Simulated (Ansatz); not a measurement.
Take Sb (space group R-3m, No. 166; a = 4.320 Å, c = 11.023 Å (hexagonal axes); relaxed with 0.1 eV smearing) as the base. Axes: x lies along a and z along c of the hexagonal cell.

All numbers come from PBE-D3(BJ) (Ansatz, a first-principles code, PAW, no spin-orbit coupling).

Base values:

```
Quantity            Value
---------------  --------
Volume per atom  29.69 Å³
```

It is then changed as follows: compressive biaxial strain of 0.51 % in the plane normal to [001], as in epitaxy on a mismatched substrate; the out-of-plane cell vector and the atoms relax.

**Question.** Estimate the effect on the in-plane stress, volume per atom and energy relative to the base.

**Answer.** The mean in-plane stress (compression positive) is +0.4 GPa; the volume per atom shrinks by 0.14 Å³ (29.69 Å³ → 29.55 Å³); the energy increases by 0.4 meV/atom.

No phonon test of stability was made.
